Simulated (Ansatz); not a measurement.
Base system: WSe$_{2}$ in the rutile structure (space group P4_2/mnm, No. 136; a = 6.145 Å, c = 3.402 Å; a hypothetical phase, not in the database extracts checked).

Computed with Kohn–Sham DFT with the r2SCAN functional, run in Ansatz (a program for electronic structure) with PAW and 500 eV plane waves, no SOC.

For the base:

| Property | Value |
|---|---|
| Lattice parameter a | 6.145 Å |
| Band gap | zero |

Modification: Te takes the place of W on all its sites; the structure is relaxed again.

Tabulated Pauling electronegativity and covalent radius: W 2.36, 1.62 Å; Te 2.10, 1.38 Å.

Task: How does this affect the lattice parameter a?

Result: The lattice parameter a rises by 0.529 Å (6.145 Å → 6.674 Å).

Task: Predict the new band gap.

Result: The band gap remains zero.

Stability against distortions was not tested. As relaxed here, TeSe2 is a hypothetical phase, not in the database extracts checked. All final runs are without spin polarisation. WSe2 has a high density of states at the Fermi level and may be magnetic at this level. A zero or small gap of TeSe2 can be the functional's error rather than a property of the material.
